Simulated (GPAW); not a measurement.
GPAW run on Li3Mg (I4/mmm, 4 atoms in the cell): self-consistent single point

Level of theory: PBEsol, GPAW PAW datasets PBEsol (made by gpaw-setup) (plane waves; GPAW).

Input as run:

```python
from ase import Atoms
from ase.units import GPa
from gpaw import GPAW

atoms = Atoms(['Li', 'Li', 'Li', 'Mg'],
              cell=[[-2.157930, 2.157930, 4.278200],
                    [2.157930, -2.157930, 4.278200],
                    [2.157930, 2.157930, -4.278200]],
              positions=[[0.000000, 0.000000, 4.278200],
                         [2.157930, 0.000000, 2.139100],
                         [0.000000, 2.157930, 2.139100],
                         [0.000000, 0.000000, 0.000000]],
              pbc=True)

calc = GPAW(mode={'name': 'pw', 'ecut': 850},
            xc='PBEsol',
            kpts=(11, 11, 11),
            occupations={'name': 'fermi-dirac', 'width': 0.05},
            nbands=-12,
            convergence={'density': 1e-05, 'energy': 1e-05},
            symmetry={'symmorphic': False, 'tolerance': 0.0005},
            maxiter=150,
            txt='-')

atoms.calc = calc

energy = atoms.get_potential_energy()
print('Energy (eV):', round(energy, 6))
forces = atoms.get_forces()
print('Forces (eV/Ang):')
print(forces.round(5))
stress = atoms.get_stress()
print('Stress (GPa, Voigt):', (stress / GPa).round(4))
```

Output, abridged:

```
Input parameters:
  convergence: {density: 1e-05,
                energy: 1e-05}
  kpts: [11 11 11]
  maxiter: 150
  mode: {ecut: 850,
         name: pw}
  nbands: -12
  occupations: {name: fermi-dirac,
                width: 0.05}
  symmetry: {symmorphic: False,
             tolerance: 0.0005}
  xc: PBEsol

species:
  Li:
    name: Lithium
    Z: 3.0
    valence: 1
    core: 2
    charge: 0.0
    file: Li.PBEsol.gz

    # Using partial waves for Li as LCAO basis

  Mg:
    name: Magnesium
    Z: 12.0
    valence: 10
    core: 2
    charge: 0.0
    file: Mg.PBEsol.gz

    # Using partial waves for Mg as LCAO basis

Reference energy: -6040.792951  # eV

Spin-paired calculation

Convergence criteria:
 Maximum [total energy] change in last 3 cyles: 1e-05 eV / valence electron
 Maximum integral of absolute [dens]ity change: 1e-05 electrons / valence electron
 Maximum integral of absolute [eigenst]ate change: 4e-08 eV^2 / valence electron
 Maximum number of scf [iter]ations: 150

Symmetries present (total): 16
Symmetries with fractional translations: 0
1331 k-points: 11 x 11 x 11 Monkhorst-Pack grid
126 k-points in the irreducible part of the Brillouin zone
       k-points in crystal coordinates                weights
   0:     0.00000000    0.00000000    0.00000000          1/1331
   1:     0.09090909   -0.09090909    0.00000000          4/1331
   2:     0.09090909   -0.09090909    0.09090909          4/1331
   [... 7 lines left out ...]
          ...
 125:     0.45454545    0.45454545    0.45454545          8/1331

Wave functions: Plane wave expansion
  Cutoff energy: 850.000 eV
  Number of coefficients (min, max): 4457, 4515
  Pulay-stress correction: 0.000000 eV/Ang^3 (de/decut=0.000000)

Occupation numbers: Fermi-Dirac:
  width: 0.0500  # eV

Eigensolver

Densities:
  Coarse grid: 36*36*36 grid
  Fine grid: 72*72*72 grid
  Total Charge: 0.000000

Density mixing:
  Method: separate
  Backend: pulay
  Linear mixing parameter: 0.05
  old densities: 5
  Damping of long wavelength oscillations: 50

Hamiltonian:
  XC and Coulomb potentials evaluated on a 72*72*72 grid
  External potential:
    NoExternalPotential

XC parameters: PBEsol with 2 nearest neighbor stencil

Number of atoms: 4
Number of atomic orbitals: 20
Number of bands in calculation: 18
Number of valence electrons: 13
Bands to converge: occupied

Density initialized from atomic densities
  18 bands from LCAO basis set

Atomic positions and initial magnetic moments

Positions:
   0 Li     0.000000    0.000000    4.278200    ( 0.0000,  0.0000,  0.0000)
   1 Li     2.157930    0.000000    2.139100    ( 0.0000,  0.0000,  0.0000)
   2 Li     0.000000    2.157930    2.139100    ( 0.0000,  0.0000,  0.0000)
   3 Mg     0.000000    0.000000    0.000000    ( 0.0000,  0.0000,  0.0000)

Unit cell:
           periodic     x           y           z      points  spacing
  1. axis:    yes   -2.157930    2.157930    4.278200    36     0.1070
  2. axis:    yes    2.157930   -2.157930    4.278200    36     0.1070
  3. axis:    yes    2.157930    2.157930   -4.278200    36     0.0848

  Lengths:   5.255123   5.255123   5.255123
  Angles:  131.510717 131.510717  71.002902

Effective grid spacing dv^(1/3) = 0.1195

     iter     time        total  log10-change:
                         energy   eigst   dens
iter:   1 --:--:--    -8.055918
iter:   2 --:--:--    -8.036138   -0.56  -1.21
iter:   3 --:--:--    -7.855146   -1.22  -1.25
iter:   4 --:--:--    -7.857420   -1.88  -1.73
iter:   5 --:--:--    -7.855290   -2.86  -1.78
iter:   6 --:--:--    -7.855485   -3.75  -2.51
iter:   7 --:--:--    -7.855328   -4.44  -2.57
iter:   8 --:--:--    -7.855338   -5.34  -3.26
iter:   9 --:--:--    -7.855337c  -5.98  -3.65
iter:  10 --:--:--    -7.855337c  -6.70  -4.10
iter:  11 --:--:--    -7.855337c  -8.13c -4.60
iter:  12 --:--:--    -7.855337c  -7.68c -4.62
iter:  13 --:--:--    -7.855337c  -9.24c -4.87
iter:  14 --:--:--    -7.855337c  -9.07c -4.87
iter:  15 --:--:--    -7.855337c -10.00c -4.93
iter:  16 --:--:--    -7.855337c  -9.00c -4.98
iter:  17 --:--:--    -7.855337c -10.65c -5.73c

Converged after 17 iterations.

Dipole moment: (-0.000000, -0.000000, 0.000000) |e|*Ang

Energy contributions relative to reference atoms: (reference = -6040.792951)

Kinetic:         +5.218645
Potential:       -3.032635
External:        +0.000000
XC:              -9.993235
Entropy (-ST):   -0.016064
Local:           -0.040080
SIC:             +0.000000
--------------------------
Free energy:     -7.863369
Extrapolated:    -7.855337

Showing only first 2 kpts
 Kpt  Band  Eigenvalues  Occupancy
  0     4     -3.42629    2.00000
  0     5      2.51515    0.00000
  0     6      4.33940    0.00000
  0     7      4.33940    0.00000

  1     4     -3.31876    2.00000
  1     5      2.63512    0.00000
  1     6      3.27960    0.00000
  1     7      3.56306    0.00000

Fermi level: 1.27984

No gap
No difference between direct/indirect transitions
Energy (eV): -7.855337

Forces in eV/Ang:
  0 Li    0.00000    0.00000    0.00000
  1 Li   -0.00000   -0.00000    0.00000
  2 Li   -0.00000   -0.00000    0.00000
  3 Mg    0.00000    0.00000    0.00000

Stress tensor:
    -0.000759     0.000000    -0.000000
     0.000000    -0.000759    -0.000000
    -0.000000    -0.000000    -0.000742
Stress (GPa, Voigt): [-0.1217 -0.1217 -0.1189 -0.     -0.      0.    ]
```

The run converged in 17 iterations. GPAW prints stress with tension positive.

The starting cell comes from a database of computed structures (which also holds hypothetical and non-ambient phases and stackings), without a prior relaxation at this level.

Cost on one core of a shared machine: roughly 2 min.
